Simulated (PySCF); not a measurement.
PySCF 2.14.0, unrestricted PBE/def2-svp, df: Ni(Cl)(OMe) (C[O][Ni][Cl]), charge 0, multiplicity 3, 7 atoms. The geometry is a generated start, not checked to be a minimum at this level.

```json
{
  "task": "energy",
  "method": "pbe",
  "basis": "def2-svp",
  "two_electron_scheme": "density fitting",
  "mol.max_memory": "16000 MB",
  "mf.max_cycle": "100",
  "mf.init_guess": "minao (default)",
  "mf.DIIS": "CDIIS (default)",
  "mf.diis_space": "8 (default)",
  "mf.conv_tol": "1e-09 (default)",
  "mf.grids.level": "3 (default)",
  "basis_functions": "92",
  "grid_points": "97144"
}
```

It runs on a single node (Arm Neoverse V2, 96 cores on 1 socket, no SMT, 1 L3 cache group).

Wall times, medians of two to five repeats, each run alone on the node (launch to exit). Processes are pinned to neighbouring cores unless said otherwise. Build: PyPI wheel: OpenMP (GNU), a bundled serial OpenBLAS 0.3.3 under its C layer, NumPy's threaded OpenBLAS held to generic ARMv8 kernels, libcint, Libxc. Other compilers and libraries give other times. Scratch files lie in a memory file system.

Started as
```bash
OMP_NUM_THREADS=16 OPENBLAS_NUM_THREADS=1 python -u run.py
```
(16 threads, 1 BLAS thread, mf.level_shift = 0 (default)) it takes 4.3 s and 32 Fock builds (products with the orbital Hessian counted alike).

How long does it take after this change: mf.level_shift = 0.2 Hartree?

About 11 s (3 runs within 2 %): 2.5× as long. The largest move is in exchange-correlation on the grid (vxc): 2.9 s to 7.7 s. The count of Fock builds goes from 32 to 85. SCF cycles go from 30 to 83. Change in the result: energy under 0.001 meV/atom, <S²> under 0.001.
